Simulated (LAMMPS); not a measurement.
MD of Al (fcc) with 90 % of Al sites Co at zero pressure over temperature, 4000 atoms; each row names its start.

Model: classical MD, pair style eam/alloy, file CoAl.eam.alloy, run in LAMMPS.

| T (K), start | state | volume | enthalpy | first peak of g(r), Al-Co | coordination number of Al by Co | D(Al) | D(Co) |
|---|---|---|---|---|---|---|---|
| 300, crystal | crystal; no diffusion seen in 30 ps | 11.2349 ± 0.0001 Å³/atom | -4.3741 ± 0.0001 eV/atom | 2.51 Å, height 7.7 | 10.8 (counted to 3.02 Å) | - | - |
| 1180, crystal | crystal; no diffusion seen in 30 ps | 11.6597 ± 0.0005 Å³/atom | -4.1178 ± 0.0002 eV/atom | 2.51 Å, height 3.9 | 10.9 (counted to 3.14 Å) | - | - |
| 1600, melt | liquid | 12.6186 ± 0.0008 Å³/atom | -3.8224 ± 0.0003 eV/atom | 2.45 Å, height 2.8 | 12.2 (counted to 3.42 Å) | (2.9 ± 0.2) × 10^-5 cm²/s | (3.10 ± 0.02) × 10^-5 cm²/s |
| 1940, melt | liquid | 13.098 ± 0.003 Å³/atom | -3.6908 ± 0.0005 eV/atom | 2.45 Å, height 2.5 | 12.3 (counted to 3.50 Å) | (5.8 ± 0.2) × 10^-5 cm²/s | (6.0 ± 0.1) × 10^-5 cm²/s |
| 2360, melt | liquid | 13.762 ± 0.002 Å³/atom | -3.5320 ± 0.0003 eV/atom | 2.45 Å, height 2.3 | 11.4 (counted to 3.46 Å) | (1.19 ± 0.06) × 10^-4 cm²/s | (1.12 ± 0.02) × 10^-4 cm²/s |

Caution (rows 300, crystal; 1180, crystal): the random arrangement on this lattice is imposed, and need not be a phase that exists in equilibrium.

Caution (rows 1180, crystal; 1600, melt; 1940, melt; 2360, melt): a run this short can hold a crystal over, or a liquid under, the potential's own melting point, which these runs don't give.

States go by the mean squared displacement: a species diffuses where it passes 1.5 Å², still rises and gives D over 1e-6 cm²/s; a crystal has left its structure where atoms lie 0.35 Å off their sites on average or a cubic box changes its shape by 3 %, or the axial ratios of another lie 8 % off the starting cell's, which the potential's own relaxation can also do.

Errors of D are the spread over four groups of atoms in one short run; a floor of about 5 %, a picked value, is safer.

The ± values are statistical; the model's systematic error is not in them.
